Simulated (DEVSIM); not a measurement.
Structure: Si/Ge n-p heterojunction, at 350 K.

```tsv
layer (left to right)	material	thickness (μm)	Nd (cm⁻³)	Na (cm⁻³)	τn (s)	τp (s)
1	Si	1.80	1.2e17	-	1.1e-6	1.1e-6
2	Ge	0.130	-	1.9e16	1.1e-6	1.1e-6
```

Left contact: ohmic. Right contact: ohmic. Voltage is applied to the left contact. Recombination: SRH at mid-gap. Mobility is μmin + (μ − μmin)/(1 + (N/Nref)^α).

This is a model device: material constants are rounded textbook-type values typed into the input, and sizes, dopings and lifetimes were drawn at random. Values at 300 K; Nc and Nv go as T^1.5, mobilities as T to minus their exponent, the gap by Varshni's rule with the affinity fixed.

| parameter | Si | Ge |
|---|---|---|
| gap (eV) | 1.124 | 0.664 |
| affinity (eV) | 4.05 | 4 |
| permittivity | 11.7 | 16 |
| Nc (cm⁻³) | 2.86e19 | 1.04e19 |
| Nv (cm⁻³) | 3.1e19 | 6e18 |
| μn (cm²/Vs) | 1417 | 3900 |
| μp (cm²/Vs) | 470 | 1900 |
| μn,min | 52 | 150 |
| μp,min | 45 | 100 |
| Nref,n | 9.7e16 | 2.6e17 |
| Nref,p | 2.2e17 | 4e17 |
| αn | 0.68 | 0.56 |
| αp | 0.72 | 0.6 |
| T exponent of μn | 2.3 | 1.66 |
| T exponent of μp | 2.2 | 2.33 |
| Varshni α (eV/K) | 0.000473 | 0.000477 |
| Varshni β (K) | 636 | 235 |

Model (solved in DEVSIM): 1D drift-diffusion, Boltzmann statistics, complete ionisation; no tunnelling, impact ionisation, image-force lowering or self-heating. Band offsets follow the typed affinities; no thermionic-emission limit at abrupt steps, no polarisation charge.

The temperature was swept, all else fixed.

| temperature (K) | largest field in the device at zero bias (V/cm) | potential step across the device at zero bias (V) |
|---|---|---|
| 250 | 51000 | 0.403 |
| 300 | 44000 | 0.324 |
| 350 | 36000 | 0.242 |
| 400 | 26000 | 0.157 |
| 450 | 15000 | 0.074 |
| 500 | 1000 | 0.004 |

From the first row to the last the largest field in the device at zero bias goes from 51000 to 1000. From the first row to the last the potential step across the device at zero bias goes from 0.403 to 0.004.
